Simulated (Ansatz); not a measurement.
SnGeSiC (model structure, Pmm2, No. 25, 4 atoms in the cell), treated with LDA (PAW; Ansatz, an electronic-structure program).

Input file:

Ansatz 0.2 input:
```yaml
crystal:
  lattice:
    - [3.1355942312, 0.0, 0.0]
    - [0.0, 3.9461615213, 0.0]
    - [0.0, 0.0, 5.5307684047]
  atoms:
    - { symbol: C, position: [0.0, 0.0, -0.0277408032] }
    - { symbol: Si, position: [0.5, 0.0, 0.1521386802] }
    - { symbol: Ge, position: [0.5, 0.5, 0.3894879105] }
    - { symbol: Sn, position: [0.0, 0.5, 0.7864042124] }
basis:
  ecutwfc: 520
  ecutrho_ratio: 4
  xc_grid: 2
kpoints:
  mp_grid: { grid: [14, 14, 12] }
hamiltonian:
  xc: lda
  dispersion: none
  pseudopotentials: { kind: paw }
scf:
  occupations: { method: fermi_dirac, width: 0.05 }
output:
  forces: true
  stress: true
  eigenvalues: true
relax:
  f_tol: 0.004
  escape_saddle: false
  max_steps: 80
  cell: { stress_tol: 0.02, fix: [volume] }
```

Output (set-up and result lines):

```
Relaxation: its limit of steps is 80 (relax.max_steps)
Crystal: 4 atoms, lattice volume = 68.435 Å³
Basis set: ecut = 520 eV, 1841 PW (Γ), exchange–correlation on 48×60×90 points (8 copies of the dense FFT grid, shifted against one another)
Bands: 22, of which v1, the nominal top of the filled ones, is band 18 counted from 1 (17 counted from 0)
Symmetry: 4 space group operations
Space group: Pmm2 (ITA 25), of the structure as read, at distance tolerance 4.1e-5 Å
k-points: 448 of 2352 (time reversal used)
Functional: x = slater, c = lda
SCF iter   1: F=—  HF=-10945.212833 eV  |F-HF|=—  |Δ(HF+E_count)|=         —  Δρ=7.55e-3  dr2=5.38e-2
SCF iter   2: F=—  HF=-10945.198845 eV  |F-HF|=—  |Δ(HF+E_count)|=   1.40e-2  Δρ=3.21e-3  dr2=8.82e-3
  ...
SCF 1 converged in 8 iterations: F = -10945.195119 eV  dr2 = 5.33e-8
Crystal: 4 atoms, lattice volume = 68.435 Å³
Initial density: handed on by an earlier stage of this run
SCF 2 converged in 5 iterations: F = -10945.195641 eV  dr2 = 2.75e-8
Crystal: 4 atoms, lattice volume = 68.435 Å³
SCF 3 converged in 5 iterations: F = -10945.195799 eV  dr2 = 4.61e-8
Crystal: 4 atoms, lattice volume = 68.435 Å³
SCF 4 converged in 5 iterations: F = -10945.195820 eV  dr2 = 6.59e-10
Crystal: 4 atoms, lattice volume = 68.435 Å³
SCF iter   5: F=—  HF=-10945.195820 eV  |F-HF|=—  |Δ(HF+E_count)|=  2.00e-11  Δρ=1.26e-7  dr2=1.42e-11
SCF iter   6: F=-10945.195820 eV  HF=-10945.195820 eV  |F-HF|=9.09e-12  |Δ(HF+E_count)|=  1.82e-12  Δρ=5.71e-8  dr2=3.86e-12
SCF 5 converged in 6 iterations: F = -10945.195820 eV  dr2 = 3.86e-12
SCF converged after 6 iterations
Free energy (F): -10945.195820 eV
Internal energy: -10945.187706 eV  (E = F + TS)
E sigma→0 (E₀):  -10945.191763 eV
Fermi energy:    10.667584 eV
--- Forces (eV/Å), atoms counted from 1 ---
  atom   1  C      0.00000000    -0.00000000     0.00010024
  atom   2  Si     0.00000000    -0.00000000    -0.00000987
  atom   3  Ge     0.00000000    -0.00000000    -0.00259350
  atom   4  Sn    -0.00000000     0.00000000     0.00250397
--- Stress (GPa, compression-positive) ---
        2.050367       0.000000      -0.000000
        0.000000       2.017078       0.000000
       -0.000000       0.000000       2.038562
  P = ⅓ Tr σ = 2.0353 GPa (20.353 kbar)
```

The cell is one volume of an energy–volume scan, off the minimum.

The PAW data were made under PBE.

Note: the relaxation could raise the start's symmetry but not lower it, so the cell can be a saddle point.

The result took roughly 7 core-minutes.

A model structure was made by putting elements into a prototype or built by hand; it is no filed structure, need not be a known phase, and can be a saddle point held by its symmetry.
